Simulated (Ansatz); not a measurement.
Input and output of a relaxation of the atoms for Y2Fe2Si2C (Cm, 7 atoms in the cell) (Ansatz, a quantum-chemistry and plane-wave program).

Method: LDA (PW92), default PAW files made with PBE (plane waves; Ansatz).

The change in words: one atom moved by 0.15 angstrom; relax: default → atoms; relax.f_tol: default → 0.001 eV/Å. Reference geometry:
```
Y2Fe2Si2C
1.0
    5.26104    -1.95500     0.00000
    5.26104     1.95500     0.00000
   -4.26468     0.00000     5.18503
Y Fe Si C
2 2 2 1
Direct
  0.44006   0.44006   0.70532
  0.55994   0.55994   0.29468
  0.79891   0.79891   0.90463
  0.20109   0.20109   0.09537
  0.83805   0.83805   0.28269
  0.16195   0.16195   0.71731
  0.00000   0.00000   0.00000
```

Reference input (self-consistent single point, DFT, LDA (PW92), plane waves, default PAW files made with PBE): basis.ecutwfc = 420 eV; kpoints.mp_grid.grid = 6 6 4; hamiltonian.xc = lda; hamiltonian.pseudopotentials = {kind: paw} (the program's default PAW files); scf.occupations.method = gaussian; scf.occupations.width = 0.1 eV. This run's input differs from it in these lines:

```diff
@@ -7,3 +7,3 @@
   atoms:
-    - { symbol: Y, position: [0.440060, 0.440060, 0.705320] }
+    - { symbol: Y, position: [0.451785, 0.451785, 0.734249] }
     - { symbol: Y, position: [0.559940, 0.559940, 0.294680] }
@@ -27,2 +27,4 @@
     width: 0.1
+relax:
+  f_tol: 0.001
 output:
```

The program printed (abridged):

```
   [... SCF lines of the steps left out ...]
relax step   1: F+E_penalty+E_count = -17797.00202110 eV  Δ(F+E_penalty+E_count) = +0.000e0 eV  max|allowed force component| = 1.081e0 eV/Å  Δτ_max = 0.0000 Å  (7 SCF iters, dr2 threshold 1.00e-7 eV, accepted)
relax step   2: F+E_penalty+E_count = -17797.01624622 eV  Δ(F+E_penalty+E_count) = -1.423e-2 eV  max|allowed force component| = 8.528e-1 eV/Å  Δτ_max = 0.1956 Å  (6 SCF iters, dr2 threshold 7.31e-5 eV, accepted)
   [... lines left out ...]
relax step   6: F+E_penalty+E_count = -17797.08451972 eV  Δ(F+E_penalty+E_count) = -1.397e-3 eV  max|allowed force component| = 1.009e-2 eV/Å  Δτ_max = 0.0105 Å  (6 SCF iters, dr2 threshold 5.64e-7 eV, accepted)
relax step   7: F+E_penalty+E_count = -17797.08453547 eV  Δ(F+E_penalty+E_count) = -1.574e-5 eV  max|allowed force component| = 9.454e-4 eV/Å  Δτ_max = 0.0010 Å  (6 SCF iters, dr2 threshold 6.36e-9 eV, accepted)
relax step   8: F+E_penalty+E_count = -17797.08453547 eV  Δ(F+E_penalty+E_count) = -6.185e-11 eV  max|allowed force component| = 9.460e-4 eV/Å  Δτ_max = 0.0000 Å  (6 SCF iters, accepted)
the relaxation is at rest under the 2 symmetry operations that the run kept from its start: a minimum is not shown …
Stability not checked: this state was not tested for a lower state beside it, because too few of the mixer's solves of this state at the end of the SCF gave a …
Free energy (F): -17797.084535 eV
Internal energy: -17797.073092 eV  (E = F + TS)
E sigma→0 (E₀):  -17797.078814 eV
Entropy (-TS):   -0.011444 eV (-1.635 meV/atom)
Fermi energy:    12.908308 eV
--- Forces (eV/Å), atoms counted from 1 ---
  atom   1  Y      0.00022831    -0.00000000    -0.00002558
   [... lines left out ...]
    - { symbol: Fe, position: [0.20076982964255163, 0.20076982964255163, 0.09721241958866324] }
    - { symbol: Si, position: [0.835261578894241, 0.835261578894241, 0.28104417609849164] }
    - { symbol: Si, position: [0.16808849436734302, 0.16808849436734302, 0.7272219221817741] }
    - { symbol: C, position: [0.0016742379486539083, 0.0016742379486539057, 0.004129592536547114] }
```

The run converged.  The full log also holds: “iter 5 did not close the SCF: its close was put off for the readings that it lacked (scf_convergence_deferred on its scf_iter line)”. The full log also holds: “iter 5 did not close the SCF: its close was put off for the readings that it lacked (scf_convergence_deferred on its scf_iter line)”.

Summary of the result:
- Free energy E − TS (on the zero of these files): -17797.0845 eV
- Fermi level (on the code's own zero): 12.91 eV
- Pressure: -5.76 GPa
- Largest force (vector length): 0.001 eV/Å
- Relaxation steps: 8

The starting cell comes from a database of computed structures (which also holds hypothetical and non-ambient phases and stackings), without a prior relaxation at this level. Its lattice was rescaled by up to half a per cent. For this run, on top of that: one atom moved by 0.15 angstrom. Spin polarisation is off. Ansatz's pressure includes its estimate of the finite-basis (Pulay) stress.

Cost on one core of a shared machine: roughly 2 min.

Keys are those of Ansatz 0.2.
